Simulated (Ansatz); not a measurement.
# InP: energy against volume

InP (zinc blende, F-43m, 25.392 Å³/atom and stress up to 0.01 GPa in the relaxed cell, cube axes along x, y and z) under an equal strain ε along all three axes. PBEsol in Ansatz, a plane-wave DFT program (PAW, default set), 420 eV, 10×10×10 Γ-centred mesh, Fermi-Dirac smearing 0.05 eV; ions are relaxed, or left where forces stay under 0.02 eV/Å, within the symmetry of each cell.

Here V stands for volume and E for E less E0.

| volume (Å³/atom) | E less E0 (meV/atom) | pressure (GPa) |
|---|---|---|
| 23.1745 | ? | ? |
| 23.8986 | 20.49 | 4.65 |
| 24.2663 | 11.31 | 3.36 |
| 24.6377 | 4.94 | 2.16 |
| 25.0129 | 1.21 | 1.04 |
| 25.3919 | 0.00 | 0.00 |
| 25.7747 | 1.18 | -0.97 |
| 26.1613 | 4.61 | -1.86 |
| 26.5518 | 10.17 | -2.69 |
| 26.9461 | 17.76 | -3.45 |

Question: Fit E against V with the third-order Birch-Murnaghan form, a cubic in V^(-2/3), and predict the withheld value at V = 23.1745.

Answer: With u = V^(-2/3) - 0.1158, the rows have u = 0.0047272, 0.0035066, 0.0023045, 0.0011205, -0.0000459, -0.0011948, -0.0023267, -0.0034420, -0.0045408. Least squares gives E = 0.006 + 77.8·u + 888974·u² + 2377188·u³. Residuals (row less fit): 0.000, -0.002, 0.005, -0.003, -0.004, 0.002, 0.002, -0.003, 0.000; standard error 0.004 (degrees of freedom: 5). Its minimum lies at u = -0.0000438, so V0 = (0.1157562)^(-3/2) = 25.39. There d²E/du² = 1777000 and d³E/du³ = 1.426e7, so B0 = (4/9) × 25.39^(-7/3) × 1777000 × 0.160218 = 66.8 GPa (the last factor turns the table's units into GPa), and B0' = 4 + (2/3) × 0.1157562 × (1.426e7)/1777000 = 4.6. B0' rests on the cubic coefficient alone and has a standard error of 0.1 from these residuals. At the withheld row, u = 0.0072249, so E = 0.006 + 77.8 × 0.0072249 + 888974 × 0.0072249² + 2377188 × 0.0072249³ = 47.868 meV/atom. The calculation gives 47.85 meV/atom, 0.018 meV/atom below the prediction (0.0 % of the range of E in the table). The row lies outside the fitted rows, so this is an extrapolation. The scatter of the fitted rows lies at the last printed digit.

Other structures, which can take over under pressure, weren't tried. The same form fitted to the pressure column gives B0' = 4.7; series where the two differ by over 0.4 aren't shown. Rows are the converged runs of the series near zero and its far end, less any whose ions stayed unrelaxed beside relaxed ones; series whose fitted rows scatter by over a few per cent of the range, as at a crossing or softening among them, aren't shown in this form.
